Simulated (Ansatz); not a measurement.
# Carrier properties of BaTiO3 (P4mm)

Data:

```xyz
5
Lattice="3.9851 0.0000 0.0000 0.0000 3.9851 0.0000 0.0000 0.0000 4.2027" Properties=species:S:1:pos:R:3 pbc="T T T"
Ba     1.9925     1.9925     2.4852
Ti     0.0000     0.0000     0.4563
O      0.0000     1.9925     0.2530
O      1.9925     0.0000     0.2530
O      0.0000     0.0000     2.2681
```

The numbers are results of PBE, rigid bands (plane waves, PAW, scalar-relativistic; Ansatz, an electronic-structure program), not measurements. Condition of this run: functional PBE, cell relaxed with it. Cell: cell and atoms relaxed with PBE.

| Item | Value |
|---|---|
| band gap | 1.84 eV |
| electron conductivity mass (300 K, dilute) | 0.48 (x), 0.48 (y), 13.7 (z) mₑ |
| effective density of states N_c (300 K) | 3.9e19 cm⁻³ |
| density-of-states mass, electrons | 1.35 mₑ |
| Seebeck coefficient, n-type 1e19 cm⁻³, 300 K | -328 μV/K |
| best n-type power factor at 300 K for τ = 10 fs (best axis; densities from 1e16 to 1e21 cm⁻³ tried, whether or not they can be reached) | 15.1 μW/(cm·K²) at 1e20 cm⁻³ |

Rigid bands; masses and Seebeck coefficients take one relaxation time τ for all states and one kind of carrier; polarons and phonon drag are left out. Spin-orbit coupling is left out; where it splits the top of the valence band, N_v and the p-type Seebeck coefficient come out somewhat high without it.
